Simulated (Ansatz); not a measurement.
# SiC under load (space group P6_3mc): band-edge transport data

```
CELL_PARAMETERS angstrom
      3.07874     0.00000     0.00000
     -1.53937     2.66627     0.00000
      0.00000     0.00000     5.00103
ATOMIC_POSITIONS crystal
  Si 0.33333 0.66667 0.99900
  Si 0.66667 0.33333 0.49900
  C  0.33333 0.66667 0.37600
  C  0.66667 0.33333 0.87600
```

All values below come from r2SCAN with spin-orbit coupling, rigid bands (plane waves, PAW; Ansatz, a quantum-chemistry and plane-wave program). Condition of this run: uniaxial stress along c of 5 GPa (compression positive) (the target of the relaxation). Cell: cell and atoms relaxed with PBEsol, then loaded as said.

The band gap is 2.72 eV and the electron conductivity mass (300 K, dilute) is 0.43 (x), 0.43 (y), 0.26 (z) mₑ. The hole conductivity mass (300 K, dilute) is 1.40 (x), 1.40 (y), 0.94 (z) mₑ. The effective density of states N_c (300 K) is 1.1e19 cm⁻³ and the effective density of states N_v (300 K) comes out as 8.3e19 cm⁻³. The density-of-states mass, electrons is 0.56 mₑ. The density-of-states mass, holes is 2.2 mₑ, the Seebeck coefficient, n-type 1e19 cm⁻³, 300 K is -230 μV/K and the Seebeck coefficient, p-type 1e19 cm⁻³, 300 K is 412 μV/K. The best p-type power factor at 300 K for τ = 10 fs (best axis; densities from 1e16 to 1e21 cm⁻³ tried, whether or not they can be reached) is 16.0 μW/(cm·K²) at 3e20 cm⁻³.

Rigid bands; masses and Seebeck coefficients take one relaxation time τ for all states and one kind of carrier; polarons and phonon drag are left out. Geometry: cell and atoms relaxed with PBEsol.
